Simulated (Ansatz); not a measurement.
Take CaF$_{2}$ in the fluorite structure (space group Fm-3m, No. 225; a = 5.511 Å) as the base.

The values are results of Ansatz (an electronic-structure program) PBE, spin-orbit coupling left out, not measurements.

One change was made to it. Results:

The valley order (the lowest conduction-band minima on the path, energy above the VBM, named in the base's zone) becomes Γ 8.15 eV; X along ⟨100⟩ 8.50 eV (base: Γ 7.14 eV; X along ⟨100⟩ 8.05 eV); the volume per atom falls by 2.08 Å³ (13.95 Å³ → 11.87 Å³).

Task: Which change produced these results?
A) pressure 4.2 GPa
B) pressure 18 GPa
C) pressure −2 GPa
D) pressure 60 GPa
E) pressure 9 GPa

Result: B, pressure 18 GPa. For comparison, the valley order in the other runs: pressure 4.2 GPa gives Γ 7.43 eV; X along ⟨100⟩ 8.19 eV; pressure 9 GPa gives Γ 7.71 eV; X along ⟨100⟩ 8.32 eV; pressure −2 GPa gives Γ 6.98 eV; X along ⟨100⟩ 7.97 eV; pressure 60 GPa gives X along ⟨100⟩ 8.98 eV; Γ 9.48 eV.

The levels and masses belong to the bands next to the band gap. Load acts through the strain it causes; cell and atoms are relaxed under it. Whether these cells are dynamically stable was not tested. No other phases were tried under pressure.
